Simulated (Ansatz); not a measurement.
# What pressure 7.5 GPa does to hypothetical I4_132 Si

Start from Si (space group I4_132, No. 214; a = 6.3950 Å; a hypothetical phase, not in the database extracts checked).

The change: a hydrostatic pressure of 7.5 GPa.

Calculations: plane-wave PAW DFT at the PBEsol level (Ansatz, a quantum-chemistry and plane-wave program, 420 eV), without spin-orbit coupling. Γ-centred 10×10×10 mesh, Fermi–Dirac width 0.05 eV.

The volume per atom decreases by 3.765 Å³ to 28.93 Å³ and the density goes up by 0.186 g/cm³, from 1.43 g/cm³ to 1.61 g/cm³. The lattice parameter a decreases by 0.256 Å (6.395 Å → 6.139 Å) and the shortest interatomic distance shrinks by 0.090 Å to 2.171 Å. The enthalpy H = E + PV relative to the base's energy amounts to +1.43 eV/atom and the band gap stays zero.

Load acts through the strain it causes; cell and atoms are relaxed under it. No phonon test of stability was made. No other phases were tried under pressure.
